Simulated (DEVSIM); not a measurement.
System: Co/SiON/p-In0.53Ga0.47As capacitor, at 300 K.

```
layer (left to right)        material  thickness (nm)  Na (cm⁻³)
---------------------  --------------  --------------  ---------
1                                SiON            7.30          -
2                      In0.53Ga0.47As             700     6.5e17
```

Metal gate on the left, work function 5 eV. Fixed charge at the semiconductor interface -1.9e11 cm⁻² (in units of +e); no interface traps.

This is a model device: material constants are rounded textbook-type values typed into the input, and sizes, dopings and lifetimes were drawn at random. Values at 300 K.

| parameter | SiON | In0.53Ga0.47As |
|---|---|---|
| gap (eV) | 7 | 0.74 |
| affinity (eV) | 1.4 | 4.51 |
| permittivity | 5.5 | 13.9 |
| Nc (cm⁻³) | - | 2.1e17 |
| Nv (cm⁻³) | - | 7.7e18 |

DEVSIM, 1D Poisson equation in equilibrium, Boltzmann statistics, complete ionisation; no quantum confinement or tunnelling. Metal contacts follow the ideal Schottky-Mott rule: no Fermi-level pinning, no interface dipoles.

The SiON thickness was swept, all else fixed.

| SiON thickness (μm) | minimum of the low-frequency capacitance (μF/cm²) | flat-band voltage (V) | capacitance of the dielectric stack (μF/cm²) |
|---|---|---|---|
| 0.0029 | 0.287 | -0.17 | 1.68 |
| 0.004 | 0.270 | -0.16 | 1.22 |
| 0.0051 | 0.254 | -0.15 | 0.955 |
| 0.0062 | (withheld) | -0.15 | 0.785 |
| 0.0073 | 0.227 | -0.14 | 0.667 |
| 0.0088 | 0.211 | -0.13 | 0.553 |

Question: Some entries are withheld; supply them.

Answer: 
- 0.0062, minimum of the low-frequency capacitance (μF/cm²): 0.240
